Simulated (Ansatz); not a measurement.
Ga interstitial in wurtzite GaN (the name describes the start): one set of geometries, relaxed with PBE, evaluated in Ansatz (PAW, plane waves to 420 eV, 500 eV under r2SCAN) with PBE, r2SCAN.

Set-up: 192-site cell; 2×2×2 shifted k-points; start: void with 1N nearest, no. 2; charged states image-corrected; corrections reach 1.4 eV, so highly charged states may be off by several tenths; relaxed from one start, so a lower configuration may exist; flagged in the runs: a host whose relaxation on this sampling wasn't shown to rest, a strain field that reaches the edge of the cell.

```json
[
 {"quantity": "host gap (eV)", "PBE": "1.71", "r2SCAN": "(withheld)"},
 {"quantity": "ε(+3/+2) above the VBM (eV)", "PBE": "1.02", "r2SCAN": "not settled"},
 {"quantity": "largest moment on one atom at charge +2 (μB)", "PBE": "0.10", "r2SCAN": "(withheld)"}
]
```

Question: Given the lower rungs, what does r2SCAN give?

Answer: 
- host gap (eV), r2SCAN: 2.11
- largest moment on one atom at charge +2 (μB), r2SCAN: 0.11

Ansatz is a program for electronic structure.
